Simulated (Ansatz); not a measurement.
# A short convergence ladder for Hf2Hg (I4mm, 3 atoms in the cell)

```
Hf2Hg
1.0
   -1.66004     1.66004     5.78415
    1.66004    -1.66004     5.78415
    1.66004     1.66004    -5.78415
Hf Hg
2 1
Direct
  0.67005   0.67005   0.00000
  0.33427   0.33427   0.00000
  0.00000   0.00000   0.00000
```

Base method: PBEsol, default PAW files made with PBE (plane waves; Ansatz, a quantum-chemistry and plane-wave program).

Base settings: basis.ecutwfc = 420 eV; kpoints.mp_grid.grid = 8 8 8; hamiltonian.xc = pbesol; hamiltonian.pseudopotentials = {kind: paw} (the program's default PAW files); scf.occupations.method = fermi_dirac; scf.occupations.width = 0.1 eV.

The count of work is k-points × plane waves × bands × iterations; it is no time. Core times come from one kind of shared machine, to one figure; runs under 30 s give none.

**The cutoff for other potential files**

Level: DFT, PBEsol, plane waves, harder PAW files (source: ansatz) made with PBE.

In this ladder: hamiltonian.pseudopotentials = {kind: paw, source: ansatz}.

The second cell is the first with its lattice scaled by 0.98.

The mesh stays at the base's, so the ladder's end is converged at best in this setting alone.

The first pressure column holds Ansatz's estimate of the finite-basis (Pulay) stress, which hides part of the cutoff error; the other is without it.

Only quantities that move along the ladder and can be compared are tabulated.

| basis.ecutwfc | free energy less the last step's (meV/atom) | energy of the compressed cell less the first (meV/atom) | pressure (GPa) | pressure without the Pulay estimate (GPa) | largest difference of a force vector from the last step's (eV/Å) | count of work / last | core time / last (rough) |
|---|---|---|---|---|---|---|---|
| 310 eV | 4039.27 | 34.07 | -0.25 | -140.74 | 0.052 | 0.10 | – |
| 380 eV | 849.89 | 18.17 | -1.61 | -38.27 | 0.031 | 0.15 | – |
| 485 eV | 66.65 | 20.64 | -1.23 | -5.50 | 0.004 | 0.21 | – |
| 585 eV | 4.04 | 20.77 | -1.20 | -1.53 | 0.000 | 0.25 | 0.4 |
| 690 eV | 0.79 | 20.77 | -1.20 | -1.21 | 0.000 | 0.35 | 0.5 |
| 830 eV | 0.57 | 20.77 | -1.20 | -1.21 | 0.000 | 0.47 | 0.6 |
| 1035 eV | 0.25 | 20.77 | -1.20 | -1.21 | 0.000 | 0.65 | 0.7 |
| 1380 eV | 0.00 | 20.76 | -1.20 | -1.21 | 0.000 | 1.0 | 1 |

Coarsest basis.ecutwfc that holds the pressure without the Pulay estimate within 0.5 GPa of the last step, with all finer ones: 585 eV, at 0.25 of the last step's count of work and about 0.4 of the last step's time; the step before is off by 4.3 GPa.

Coarsest basis.ecutwfc that holds the forces within 0.02 eV/Å of the last step, with all finer ones: 485 eV, at 0.21 of the last step's count of work; the step before is off by 0.031 eV/Å.

Coarsest basis.ecutwfc that holds the free energy within 2 meV/atom of the last step, with all finer ones: 690 eV, at 0.35 of the last step's count of work; the step before is off by 4.0 meV/atom.

The energy difference between the two cells stays within 1 meV/atom of the last step's from 485 eV on, the total only from 690 eV on: much of the error is common to both cells and cancels.

At the lowest cutoff the pressure without the Pulay estimate lies 140 GPa under the last step's, the usual sign of Pulay stress in an incomplete plane-wave basis.

On the base run: the starting cell comes from a database of computed structures (which also holds hypothetical and non-ambient phases and stackings), without a prior relaxation at this level. Its lattice was rescaled by up to half a per cent. One atom was moved a little off its site on purpose.

Keys are those of Ansatz 0.2.
